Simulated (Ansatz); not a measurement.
System: fluorite PtAl₂. Method: rVV10 (Ansatz, a program for electronic structure, PAW).

Numerical settings: plane-wave cutoff 500 eV, 16×16×16 k mesh, Fermi–Dirac smearing 0.1 eV, scalar-relativistic PAW data made under PBE.

Computed at the level's own relaxed cell.

### Question
Give the computed equilibrium volume per atom and lattice parameter a.

### Answer

- equilibrium volume per atom: 17.83 Å³/atom
- lattice parameter a: 5.981 Å

Measured, for comparison: lattice constant a 5.91 Å (temperature not stated, copied from a table, unchecked, not corrected to a static lattice; as tabulated in Crystal Structures 1, 239 (1963)). Computed (rounded) less measured: lattice constant a not scored (unchecked).

Spin–orbit coupling is not included.

Computed values are for the static lattice.

Cost on a shared machine: about 40 core-seconds (a rough figure).
